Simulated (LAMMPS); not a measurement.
LAMMPS 22 Jul 2025, classical MD, SNAP (Ni_Zuo_JPCA2020.snapcoeff): Ni, 2048 atoms.

- task = MD, nve
- potential = SNAP, Ni_Zuo_JPCA2020.snapcoeff Ni_Zuo_JPCA2020.snapparam
- copies of the repeat unit = 8×8×8
- shape (slab and sphere leave vacuum in the box) = bulk
- temperature = 800 K
- steps = 300
- timestep = 1 fs
- neighbor skin = 2 Å
- neigh_modify = every 1 delay 0 check yes
- thermo = 100
- newton = on (default)
- atom_modify sort (bins of 2 Å where set) = 1000 (default)
- comm_style = brick (default)
- box = 28.2 × 28.2 × 28.2 Å
- start = generated fcc lattice, warmed in an untimed run
- compared values = energy and forces of the first step, drift over the run

Hardware: Arm Neoverse V2, 96 cores on 1 socket, no SMT, 1 L3 cache group.

Times are wall-clock medians of two to five runs, from launch to exit, with nothing else on the machine. Processes are pinned to neighbouring cores unless said otherwise. Build: PyPI wheel: MPICH, OPENMP and OPT packages. Other compilers and libraries give other times. Scratch files lie in a memory file system. A preparatory run goes ahead and isn't timed.

Measured:

```tsv
cores	layout	wall time
2	2 ranks	35.1 s
8	8 ranks	9.46 s
16	16 ranks	4.87 s
32	32 ranks	2.87 s
48	48 ranks	2.29 s
64	64 ranks	1.78 s
```

Fit T(p) = s + w/p to these times and predict the runs with 4 ranks and with 88 ranks. How well does the fit hold?

A fit of relative deviations gives s = 0.754 s and w = 68.4 core-seconds; it misses the rows shown by at most 5 %.

```
cores    layout     fit  measured  measured against fit
-----  --------  ------  --------  --------------------
4       4 ranks  17.9 s    17.7 s                  -1 %
88     88 ranks  1.53 s    1.80 s                 +18 %
```

The fit holds no term that grows with the count of cores, while communication and waiting (Comm) rises from 0.18 s on 64 cores to 0.49 s on 88.

Efficiency, counted from 2 cores, stays above one half up to 64 cores and is 44 % at 88. The shortest time, 1.8 s, comes at 64 cores (88: level within 8 % or the scatter of repeats). The share that grows most is that of communication and waiting (Comm): from 0.22 % of the time on 2 cores to 27 % on 88. The largest part on 88 cores, pair forces (Pair), takes 35 s on 2 and 0.99 s there.
